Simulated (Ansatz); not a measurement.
Input:

Host crystal: wurtzite ZnO, with a band gap (PBE, scalar-relativistic without spin-orbit coupling).

End structure of Ti on a Zn site (surface) in a 2x2 cell of the 1x1 (10-10) surface of wurtzite ZnO (cut with top plane O + Zn):

```xyz
64
Lattice="6.5590 0.0000 0.0000 0.0000 10.5876 0.0000 0.0000 0.0000 28.5000" Properties=species:S:1:pos:R:3 pbc="T T T"
O      1.6397     1.9980     9.5337
O      1.6397     7.2918     9.5337
O      4.9192     1.9980     9.5337
O      4.9192     7.2918     9.5337
Zn     1.6397     5.4592     9.8703
Zn     1.6397    10.7530     9.8703
Zn     4.9192     5.4592     9.8703
Zn     4.9192    10.7530     9.8703
O      0.0001     4.6167    10.4910
O      0.0000     9.9113    10.4880
O      3.2794     4.6167    10.4910
O      3.2795     9.9113    10.4880
Zn     0.0000     2.6193    10.3425
Zn     0.0000     7.9131    10.3425
Zn     3.2795     2.6193    10.3425
Zn     3.2795     7.9131    10.3425
O     -0.0038     1.9698    12.3528
O     -0.0021     7.2673    12.3536
O      3.2832     1.9698    12.3528
O      3.2815     7.2673    12.3536
Zn     0.0002     5.2789    12.4336
Zn     0.0008    10.5649    12.4326
Zn     3.2793     5.2789    12.4336
Zn     3.2787    10.5649    12.4326
O      1.6397     4.6108    13.3487
O      1.6397     9.9073    13.3442
O      4.9192     4.6099    13.3470
O      4.9192     9.9131    13.3469
Zn     1.6397     2.6020    13.2443
Zn     1.6397     7.8972    13.2621
Zn     4.9192     2.6015    13.2601
Zn     4.9192     7.9011    13.2681
O      1.6397     1.9641    15.1955
O      1.6397     7.2805    15.2090
O      4.9192     1.9836    15.2299
O      4.9192     7.2829    15.2177
Zn     1.6397     5.2813    15.2329
Zn     1.6397    10.5380    15.2412
Zn     4.9192     5.2831    15.2263
Zn     4.9192    10.5506    15.2393
O     -0.0031     4.6477    16.1956
O     -0.0031     9.9327    16.1989
O      3.2826     4.6477    16.1956
O      3.2826     9.9327    16.1989
Zn     0.0137     2.6761    16.0349
Zn     0.0033     7.9333    16.1029
Zn     3.2658     2.6761    16.0349
Zn     3.2762     7.9333    16.1029
O     -0.0064     1.9986    18.1180
O      0.0327     7.2679    18.1067
O      3.2859     1.9986    18.1180
O      3.2468     7.2679    18.1067
Zn    -0.0381     5.2924    18.1143
Zn    -0.0348    10.5076    18.1438
Zn     3.3176     5.2924    18.1143
Zn     3.3143    10.5076    18.1438
O      1.6397     4.4131    18.8805
O      1.6397    10.0505    19.0136
O      4.9192     4.6736    19.0350
O      4.9192     9.9273    19.0280
Ti     1.6397     2.6374    18.7591
Zn     1.6397     8.1889    18.7168
Zn     4.9192     2.8257    18.8119
Zn     4.9192     8.0710    18.7149
```

Set-up: 64 atoms, 9.4 Å thick at the start (thin: gaps and levels are the slab's own); mesh 3x2x1; 0.01 eV smearing; dipole correction on; 12 atoms held, the rest relaxed; symmetry of the start imposed; spin-polarised, ending with about 0.7 μB a cell, a value that depends on the mesh; orders that need a larger cell were not tried, no spin-orbit, no U. The slab shows no gap over 0.04 eV on its mesh.

Task: What is the computed change of the step from the bottom to the top vacuum level, against the clean slab (Ansatz (a quantum-chemistry and plane-wave program) with PBE)?

Result: -0.55 eV

Task: What is the computed formation energy against hcp Ti, hcp Zn (PBE)?

Result: -185 kJ/mol
